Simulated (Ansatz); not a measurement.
The starting structures come from a database of crystals and need not be the phases stable at ambient conditions.

Here is the system:

```yaml
crystal:
  lattice:
    - [4.85861, 0.00000, 0.00000]
    - [0.00000, 5.50411, 0.00000]
    - [0.00000, 2.75205, 4.44485]
  atoms:
    - { symbol: Si, position: [0.27070, 0.67242, 0.35426] }
    - { symbol: Si, position: [0.77070, 0.32758, 0.64574] }
    - { symbol: Si, position: [0.27070, 0.02668, 0.64574] }
    - { symbol: Si, position: [0.77070, 0.97332, 0.35426] }
    - { symbol: N, position: [0.61502, 0.65712, 0.43852] }
    - { symbol: N, position: [0.11502, 0.34288, 0.56148] }
    - { symbol: N, position: [0.61502, 0.09564, 0.56148] }
    - { symbol: N, position: [0.11502, 0.90436, 0.43852] }
    - { symbol: O, position: [0.22129, 0.79128, 0.00000] }
    - { symbol: O, position: [0.72129, 0.20872, 0.00000] }
```

The cell is taken as given; by PBEsol it stands under a pressure of 2.2 GPa.

Transport runs along the normal of the first two printed cell vectors.

The gap is the functional's own. No spin-orbit coupling. Mid-gap values are those at the computed energy nearest the middle.

**Question.** Predict the band gap and the smallest decay constant κ at mid-gap from PBEsol (Ansatz, a first-principles code).

**Answer.** Gap 4.99 eV on a 6×8×8 mesh; κ = 0.417 1/Å, at the zone centre.
